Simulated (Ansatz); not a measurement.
# InPd in the CsCl type structure (space group Pm-3m, No. 221)

```yaml
crystal:
  lattice:
    - [3.30521, 0.00000, 0.00000]
    - [0.00000, 3.30521, 0.00000]
    - [0.00000, 0.00000, 3.30521]
  atoms:
    - { symbol: In, position: [0.00000, 0.00000, 0.00000] }
    - { symbol: Pd, position: [0.50000, 0.50000, 0.50000] }
```

The values are results of Ansatz (an electronic-structure program), PBE, PAW, cutoff 420 eV, scalar-relativistic without spin-orbit coupling, not measurements. k-mesh 14×14×14 (Γ-centred); smearing 0.05 eV (Fermi–Dirac).

| Quantity | Value |
|---|---|
| Volume per atom | 18.05 Å³ |
| Density | 10.17 g/cm³ |
| Band gap | zero |
| Total energy | -6285.835 eV/atom (σ→0; compares only within this code and set-up) |

Whether these cells are dynamically stable was not tested. All final runs are without spin polarisation.
